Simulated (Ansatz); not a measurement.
MgS under a change: biaxial strain −2.08 %, plane normal [111], relaxed out of plane

Base system: MgS in the rock salt structure (space group Fm-3m, No. 225; a = 5.203 Å). Axes: x, y, z lie along the cube axes.

It is then changed as follows: compressive biaxial strain of 2.08 % in the plane normal to [111], as in epitaxy on a mismatched substrate; the out-of-plane cell vector and the atoms relax.

Method: plane-wave PAW DFT at the r2SCAN level (Ansatz, a first-principles code, 500 eV), spin-orbit coupling left out. k-mesh 11×11×11 (Γ-centred); smearing 0.05 eV (Fermi–Dirac).

| quantity | base | changed | shift |
|---|---|---|---|
| volume per atom | 17.61 Å³ | 17.06 Å³ | -0.55 Å³ |
| space group | Fm-3m (No. 225) | R-3m (No. 166) | – |
| shortest interatomic distance | 2.602 Å | 2.575 Å | -0.027 Å |
| energy relative to the base (free energy F) | 0 meV/atom | +9.0 meV/atom | +9.0 meV/atom |
| pressure (mean of the normal stresses, compression positive) | 0.00 GPa | 2.70 GPa | +2.70 GPa |
| band gap | 3.46 eV | 3.40 eV | -0.06 eV |
| gap character | – | indirect, Γ → F | – |
| smallest direct gap | 4.64 eV | 4.77 eV | +0.13 eV |
| valence-band top at Γ (three highest levels, from the VBM) | 0.00, 0.00, 0.00 eV | 0.00, 0.00, -0.32 eV | – |
| valley order (the lowest conduction-band minima on the path, energy above the VBM, named in the base's zone) | X along ⟨100⟩ 3.46 eV; Γ 4.64 eV | X along [010] 3.40 eV; Γ 4.77 eV | – |
| out-of-plane strain | – | +1.04 % | – |
| ratio −ε⊥/ε∥ | – | 0.50 | – |
| mean in-plane stress (compression positive) | – | +4.0 GPa | – |

Whether these cells are dynamically stable was not tested. k-point labels follow each cell's own Brillouin zone.
